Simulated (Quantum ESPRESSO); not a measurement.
Quantum ESPRESSO 7.5, DFT, PBE, plane waves, SSSP 1.1.2 efficiency PBE: rock-salt NiO (type II order), antiferromagnetic, atoms displaced, 4 atoms, spin-polarised from an antiferromagnetic start (nspin = 2, starting_magnetization ±0.2 on Ni). Basis and mesh were picked for this test and aren't claimed converged.

```yaml
cell: 5.12, 5.12, 5.12 Å; 33.6, 33.6, 33.6°
distance_to_the_nearest_atom: 1.94 to 2.02 Å
task: scf
k mesh: 5×5×5
ecutwfc: 45 Ry
ecutrho: 360 Ry
occupations: smearing
smearing: gaussian
degauss: 0.005 Ry
conv_thr: 4e-09 Ry
tprnfor: true
tstress: false
k-point pools (-nk): 8
diagonalization: david (default)
k-points computed (for each spin): 63
bands: 29
electrons: 48
G-vectors of the density: 28405
FFT grid: 60×60×60
```

One run each.

All on 8 ranks. Base settings, kept where nothing else is said: mixing_mode = plain (default), mixing_beta = 0.7 (default), mixing_ndim = 8 (default). The settings tried:
- mixing_beta = 0.1
- mixing_mode = local-TF
- mixing_mode = TF, mixing_beta = 0.2
- mixing_mode = TF, mixing_beta = 0.1
- mixing_mode = local-TF, mixing_beta = 0.1
- mixing_mode = TF, mixing_beta = 1
- mixing_beta = 0.4
- mixing_mode = local-TF, mixing_beta = 0.2
- the base settings
- mixing_mode = TF, mixing_beta = 0.4
- mixing_ndim = 2
- mixing_beta = 1
- mixing_mode = TF
- mixing_mode = local-TF, mixing_beta = 0.4
- mixing_beta = 0.2

**Question.** Predict which of these converge in the fewest SCF iterations.

**Answer.** Fewest SCF iterations, with those close behind: mixing_mode = local-TF, mixing_beta = 0.4 (13); mixing_mode = local-TF (13); mixing_mode = TF, mixing_beta = 0.4 (14); mixing_beta = 0.2 (16). Most among those that reach the base run's result: mixing_mode = TF, mixing_beta = 0.1 (26). No count from: mixing_ndim = 2 (unfinished when stopped at the time that we allowed, after 80 SCF iterations). All the others converged. Converged, but to another result than the base run: mixing_beta = 1 (off by energy 140 meV/atom, forces (largest component) 220 meV/Å, absolute magnetization 0.70 μB/atom; the energy is the higher one).

```csv
setting,SCF iterations,end
"mixing_mode = local-TF, mixing_beta = 0.4",13,converged
mixing_mode = local-TF,13,converged
"mixing_mode = TF, mixing_beta = 0.4",14,converged
mixing_beta = 0.2,16,converged
the base settings,17,converged
mixing_mode = TF,17,converged
"mixing_mode = TF, mixing_beta = 1",17,converged
mixing_beta = 0.4,18,converged
"mixing_mode = TF, mixing_beta = 0.2",18,converged
"mixing_mode = local-TF, mixing_beta = 0.2",18,converged
"mixing_mode = local-TF, mixing_beta = 0.1",20,converged
mixing_beta = 0.1,21,converged
"mixing_mode = TF, mixing_beta = 0.1",26,converged
mixing_beta = 1,37,other result
```

2 planned settings were not run, for want of time.
